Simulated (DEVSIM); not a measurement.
## illuminated Si n-on-p cell, one wavelength

System: illuminated Si n-on-p cell, one wavelength, at 300 K.

```
layer (left to right)  material  thickness (μm)  Nd (cm⁻³)  Na (cm⁻³)  τn (s)  τp (s)  absorption coefficient (cm⁻¹)
---------------------  --------  --------------  ---------  ---------  ------  ------  -----------------------------
1                            Si           0.480     2.8e18          -  2.3e-7  1.4e-7                          37000
2                            Si            90.0          -     6.9e15  5.1e-6  5.1e-6                          37000
```

Left contact: ohmic, minority hole recombination velocity 4e5 cm/s. Right contact: ohmic, minority electron recombination velocity 5e6 cm/s. Voltage is applied to the left contact. Recombination: SRH at mid-gap, radiative, Auger. Light enters at the left, 1.1e18 photons cm⁻² s⁻¹, one pass, no reflection. Mobility is constant in doping.

This is a model device: material constants are rounded textbook-type values typed into the input, and sizes, dopings and lifetimes were drawn at random. Values at 300 K.

| parameter | Si |
|---|---|
| gap (eV) | 1.124 |
| affinity (eV) | 4.05 |
| permittivity | 11.7 |
| Nc (cm⁻³) | 2.86e19 |
| Nv (cm⁻³) | 3.1e19 |
| μn (cm²/Vs) | 1417 |
| μp (cm²/Vs) | 470 |
| B (cm³/s) | 4.7e-15 |
| Cn (cm⁶/s) | 2.8e-31 |
| Cp (cm⁶/s) | 9.9e-32 |

Model (solved in DEVSIM): 1D drift-diffusion, Boltzmann statistics, complete ionisation; no tunnelling, impact ionisation, image-force lowering or self-heating.

```json
{
  "potential_step_across_the_device_at_zero_bias": "0.847 V",
  "largest_field_in_the_device_at_zero_bias": "97000 V/cm",
  "Dark forward voltage at 1 A/cm²": "0.651 V",
  "Dark forward voltage at 100 A/cm²": "0.880 V",
  "short_circuit_current": "119 mA/cm²",
  "open_circuit_voltage": "0.591 V",
  "fill_factor": "0.83",
  "largest_power": "58.0 mW/cm²",
  "share_of_generated_pairs_collected_at_short_circuit": "0.674"
}
```

Current under light (generator sign):

```json
[
 {"V (V)": "0.00", "J (mA/cm²)": "119"},
 {"V (V)": "0.08", "J (mA/cm²)": "119"},
 {"V (V)": "0.16", "J (mA/cm²)": "119"},
 {"V (V)": "0.26", "J (mA/cm²)": "119"},
 {"V (V)": "0.34", "J (mA/cm²)": "119"},
 {"V (V)": "0.44", "J (mA/cm²)": "118"},
 {"V (V)": "0.46", "J (mA/cm²)": "118"},
 {"V (V)": "0.48", "J (mA/cm²)": "117"},
 {"V (V)": "0.50", "J (mA/cm²)": "115"},
 {"V (V)": "0.52", "J (mA/cm²)": "111"},
 {"V (V)": "0.54", "J (mA/cm²)": "102"},
 {"V (V)": "0.56", "J (mA/cm²)": "82.5"},
 {"V (V)": "0.58", "J (mA/cm²)": "40.9"},
 {"V (V)": "0.60", "J (mA/cm²)": "-47.1"}
]
```

Dark reverse current:

| V (V) | J (A/cm²) |
|---|---|
| 0.04 | 4.2e-10 |
| 0.10 | 8.3e-10 |
| 0.20 | 1.4e-9 |
| 0.30 | 1.8e-9 |
| 0.40 | 2.3e-9 |
| 0.60 | 3.1e-9 |
| 0.80 | 3.8e-9 |
| 1.00 | 4.5e-9 |
| 1.30 | 5.4e-9 |
| 1.60 | 6.2e-9 |
| 2.00 | 7.2e-9 |
